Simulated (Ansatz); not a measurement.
## GaAs: alloy series

The reference is GaAs in the zinc blende structure (space group F-43m, No. 216; a = 5.6667 Å).

The other end (x = 1) is InAs in the zinc blende structure (space group F-43m, No. 216): 28.50 Å³/atom, gap 0.08 eV.

In replaces a fraction x of Ga; each row is one arrangement (x, atoms in the cell, starting space group or random), fully relaxed.

Method: Ansatz (an electronic-structure program), r2SCAN, PAW, cutoff 500 eV, spin-orbit coupling left out.

```
change                        band gap     density
----------------------------  --------  ----------
base                           0.96 eV  5.28 g/cm³
x(In) = 0.5, 8 atoms, Pmn2_1   0.34 eV  5.45 g/cm³
x(In) = 0.5, 4 atoms, P-4m2    0.30 eV  5.44 g/cm³
x(In) = 0.75, 8 atoms, P-43m   0.21 eV  5.49 g/cm³
x(In) = 0.75, 8 atoms, I-42m   0.23 eV  5.50 g/cm³
```

These are small ordered cells, not random alloys; other orderings at the same x differ. Stability against distortions was not tested. A zero or small gap of InAs, InGaAs2 and In3GaAs4 can be the functional's error rather than a property of the material.
